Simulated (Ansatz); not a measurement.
## ZrO2: Zr vacancy, symmetric start

Base system: an 18-atom supercell of ZrO2 in the fluorite structure (space group Fm-3m, No. 225; a = 5.116 Å) at its relaxed geometry.

One thing is altered: one Zr atom is removed, atoms relaxed at fixed cell.

Level of theory: PBE in Ansatz (plane waves to 420 eV, PAW, no SOC). k-mesh 5×4×5 (Γ-centred); smearing 0.01 eV (Fermi–Dirac).

| quantity | base | changed | shift |
|---|---|---|---|
| gap of the supercell | 3.32 eV | zero | – |
| total moment of the cell | – | 3.9 μB | – |
| energy gained by relaxation | – | 0.38 eV | – |
| largest displacement of a host atom from its site in the perfect cell | – | 0.13 Å | – |

Final structure:

```yaml
crystal:
  lattice:
    - [2.55794, 5.11587, 2.55794]
    - [2.55794, -5.11587, 2.55794]
    - [5.11587, 2.55794, -2.55794]
  atoms:
    - { symbol: Zr, position: [0.00911, 0.00000, 0.98178] }
    - { symbol: Zr, position: [0.32422, 0.00000, 0.35156] }
    - { symbol: Zr, position: [0.66667, 0.00000, 0.66667] }
    - { symbol: Zr, position: [0.49075, 0.50000, 0.01850] }
    - { symbol: Zr, position: [0.84258, 0.50000, 0.31483] }
    - { symbol: O, position: [0.55943, 0.62056, 0.66667] }
    - { symbol: O, position: [0.37736, 0.12548, 0.00410] }
    - { symbol: O, position: [0.71479, 0.12548, 0.32924] }
    - { symbol: O, position: [0.02653, 0.10495, 0.66667] }
    - { symbol: O, position: [0.86485, 0.63272, 0.00913] }
    - { symbol: O, position: [0.20731, 0.63272, 0.32421] }
    - { symbol: O, position: [0.30681, 0.89505, 0.66667] }
    - { symbol: O, position: [0.12602, 0.36728, 0.00913] }
    - { symbol: O, position: [0.46848, 0.36728, 0.32421] }
    - { symbol: O, position: [0.77390, 0.37944, 0.66667] }
    - { symbol: O, position: [0.61854, 0.87452, 0.00410] }
    - { symbol: O, position: [0.95597, 0.87452, 0.32924] }
```

The magnetic state is the one reached from the starting moments; the real material's order can differ, and small cells can't hold many antiferromagnetic ones. In so small a cell the defect repeats every few ångströms: this is an ordered compound, not a dilute defect. A case with no gap was solved on a k-mesh chosen for an insulator, which is coarse for it. The defect started on the symmetric site and kept its symmetry, so it may sit on a saddle. The defect cell is spin-polarised and ends with 3.9 μB. This is not the structure that ZrO2 has at room temperature and ambient pressure.

Ansatz is a program for electronic structure.
